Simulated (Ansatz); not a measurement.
Base system: MgF₂ in the rutile structure (space group P4_2/mnm, No. 136; a = 4.6389 Å, c = 3.0624 Å). Axes: x, y, z lie along a, b, c of the conventional cell.

Modification: tensile biaxial strain of 1.94 % in the plane normal to [001], as in epitaxy on a mismatched substrate; the out-of-plane cell vector and the atoms relax.

Levels (all Ansatz, a quantum-chemistry and plane-wave program, PAW): PBEsol (420 eV, no SOC); r2SCAN (500 eV, no SOC).

The geometry is relaxed with PBEsol.

* **PBEsol pressure**: -21.8 kbar
* **PBEsol lowest conduction level above the VBM at special points**: Γ 6.75 eV; X 9.10 eV; M 10.71 eV; Z 11.53 eV
* **PBEsol gap character**: direct at Γ

Task: Predict the pressure, lowest conduction level above the VBM at special points and gap character from r2SCAN.

Result: The pressure falls by 13.21 kbar, from -21.8 kbar to -35.1 kbar; the lowest conduction level above the VBM at special points becomes Γ 7.84 eV; X 10.21 eV; M 11.96 eV; Z 12.71 eV (PBEsol: Γ 6.75 eV; X 9.10 eV; M 10.71 eV; Z 11.53 eV); the gap character stays direct at Γ.

Single points use the geometry relaxed with PBEsol. Their cutoffs differ, which shifts pressures a little. No phonon test of stability was made. The base started in Pnnm and relaxed to P4_2/mnm at this level.
